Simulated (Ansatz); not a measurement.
Start from YN in the rock salt structure (space group Fm-3m, No. 225).

```xyz
2
Lattice="0.0000 2.4099 2.4099 2.4099 0.0000 2.4099 2.4099 2.4099 0.0000" Properties=species:S:1:pos:R:3 pbc="T T T"
Y      0.0000     0.0000     0.0000
N      2.4099     2.4099     2.4099
```

Cartesian axes are those of the cell as printed.

Calculations: LDA, PAW, 420 eV (Ansatz, an electronic-structure program; no spin-orbit coupling).

Base values:

| Item | Value |
|---|---|
| Pressure | 0.0 GPa |
| Shortest interatomic distance | 2.410 Å |

It is then changed as follows: compressive biaxial strain of 1.25 % in the plane normal to [111], as in epitaxy on a mismatched substrate; the out-of-plane cell vector and the atoms relax.

Problem. Estimate the effect on the pressure, shortest interatomic distance and energy relative to the base.

Solution. The pressure (mean of the normal stresses, compression positive) goes from zero to 3.5 GPa; the shortest interatomic distance drops by 0.0145 Å (2.410 Å → 2.395 Å); the energy increases by 5.6 meV/atom.

The mesh was chosen for an insulator and is coarse for the gapless case. No phonon test of stability was made. The final runs are not spin-polarised. Gaps under 0.05 eV, about the width of the smearing, are given as zero.
